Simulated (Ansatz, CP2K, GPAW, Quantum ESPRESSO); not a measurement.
Ba (Cmcm, 2 atoms in the cell) computed with different codes at matched settings

Zone-centre phonon calculation.

```yaml
crystal:
  lattice:
    - [2.15649, -3.91208, 0.00000]
    - [2.15649, 3.91208, 0.00000]
    - [0.00000, 0.00000, 7.26927]
  atoms:
    - { symbol: Ba, position: [0.64960, 0.35040, 0.75000] }
    - { symbol: Ba, position: [0.35040, 0.64960, 0.25000] }
```

Shared settings, as Ansatz (an electronic-structure program) writes them: kpoints.mp_grid.grid = 6 6 3; scf.occupations.method = gaussian; scf.occupations.width = 0.272 eV. Potentials and cutoffs stand in the table.

```json
[
 {"code": "GPAW", "model": "LDA (Perdew-Wang 92), GPAW PAW datasets LDA (gpaw-data 1.0.1)", "highest zone-centre frequency (cm⁻¹)": "68", "cutoff": "550 eV"},
 {"code": "CP2K", "model": "LDA (Pade form), GPW, DZVP-MOLOPT-SR-GTH basis, GTH-PADE potentials (GTH_POTENTIALS)", "highest zone-centre frequency (cm⁻¹)": "71", "cutoff": "grid 500 Ry"},
 {"code": "Ansatz", "model": "LDA (PW92), PAW files made with PBE", "highest zone-centre frequency (cm⁻¹)": "67", "cutoff": "default"},
 {"code": "Quantum ESPRESSO", "model": "LDA (PW92), PseudoDojo standard norm-conserving (LDA) pseudopotentials", "highest zone-centre frequency (cm⁻¹)": "67", "cutoff": "60 Ry"}
]
```

The spread over the programs that give each value: highest zone-centre frequency within 4.0 cm⁻¹.

CP2K uses small atom-centred bases, whose incompleteness enters pressures, forces and empty levels differently from a plane-wave cutoff.

The starting cell comes from a database of computed structures (which also holds hypothetical and non-ambient phases and stackings), without a prior relaxation at this level. Its lattice was rescaled by a random factor within 2.5 % of one.

Keys are those of Ansatz 0.2.
